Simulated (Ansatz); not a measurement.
Consider Ir in the fcc (Cu type) structure (space group Fm-3m, No. 225; a = 3.845 Å; relaxed with 0.1 eV smearing). Axes: x, y, z lie along the cube axes.

Calculations: r2SCAN in Ansatz (plane waves to 500 eV, PAW, no spin-orbit coupling).

It is then changed as follows: the cell is compressed by 2.00 % along z with no lateral relaxation; the atoms relax in the strained cell.

### Question
Predict the stress tensor and what it implies for the stiffness.

### Answer
Stress of the strained cell less that of the base (GPa, compression positive):
```
    5.4     0.0     0.0
    0.0     5.4     0.0
    0.0     0.0    13.5
```

Then −Δσ_ii/ε with ε = -0.0200 gives secant stiffness values (nonlinear terms included at this strain): C33 ≈ 674 GPa, C13 ≈ 270 GPa and C23 ≈ 270 GPa.

As a check, the harmonic strain energy −½ V₀ Δσ:ε is 12 meV/atom; the computed energy rise is 12 meV/atom.

Whether these cells are dynamically stable was not tested. All final runs are without spin polarisation.

Ansatz is a first-principles code.
